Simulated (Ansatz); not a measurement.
Consider NiSi2 (space group Fm-3m, No. 225; a = 5.3859 Å; not spin-polarised; relaxed with 0.1 eV smearing).

Level of theory: Kohn–Sham DFT with the r2SCAN functional, run in Ansatz (an electronic-structure program) with PAW and 500 eV plane waves, no spin-orbit coupling.

Before the change:

```
Quantity   Result
--------  -------
Pressure  0.0 GPa
Band gap     zero
```

Now apply this change: an isotropic linear strain of +3.60 %, atoms relaxed at fixed cell.

Question: Estimate the effect on the energy relative to the base, pressure and band gap.

Answer: The energy increases by 67 meV/atom; the pressure goes from zero to -13.4 GPa; the band gap is still zero.

Stability against distortions was not tested. Starting moments died away, wholly or in part, for the base; another magnetic solution may exist. All final runs are without spin polarisation.
